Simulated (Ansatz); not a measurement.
**A computed series for ZrN: response to strain**

Base system: ZrN in the rock salt structure (space group Fm-3m, No. 225; a = 4.553 Å; relaxed with 0.1 eV smearing). Axes: x, y, z lie along the cube axes.

Strains are applied to the cell and any free atomic positions relax; under biaxial strain the out-of-plane vector relaxes too.

Computed with plane-wave PAW DFT at the PBEsol level (Ansatz, an electronic-structure program, 420 eV), no SOC, earlier PAW set.

Candidates:
(a) uniaxial strain ε_zz = +4.32 %
(b) biaxial strain +0.84 %, plane normal [001], relaxed out of plane
(c) uniaxial strain ε_yy = +2.16 %

Notes on the quantities. energy relative to the base: free energy F.

**Question.** Order them by energy relative to the base, lowest first.

**Answer.** (b) biaxial strain +0.84 %, plane normal [001], relaxed out of plane (+3.3 meV/atom), (c) uniaxial strain ε_yy = +2.16 % (+9.2 meV/atom), (a) uniaxial strain ε_zz = +4.32 % (+34 meV/atom)

No phonon test of stability was made. The final runs are not spin-polarised. An odd electron count without spin: ZrN.
